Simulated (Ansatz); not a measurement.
The reference is BeSe in the zinc blende structure (space group F-43m, No. 216).

```xyz
2
Lattice="0.0000 2.5408 2.5408 2.5408 0.0000 2.5408 2.5408 2.5408 0.0000" Properties=species:S:1:pos:R:3 pbc="T T T"
Be     0.0000     0.0000     0.0000
Se     1.2704     1.2704     1.2704
```

Cartesian axes are those of the cell as printed.

Calculations: plane-wave PAW DFT at the LDA level (Ansatz, a program for electronic structure, 420 eV), scalar-relativistic without spin-orbit coupling.

Before the change:

The valence-band top at Γ comes out as 0.00, 0.00, 0.00 eV.

Perturbation: compressive biaxial strain of 1.25 % in the plane normal to [111], as in epitaxy on a mismatched substrate; the out-of-plane cell vector and the atoms relax.

Task: Predict the new valence-band top at Γ and out-of-plane strain.

Result: The valence-band top at Γ (three highest levels, from the VBM) changes from 0.00, 0.00, 0.00 eV to 0.00, 0.00, -0.16 eV; the out-of-plane strain amounts to +0.52 %.

The levels and masses belong to the bands next to the band gap. No phonon test of stability was made.
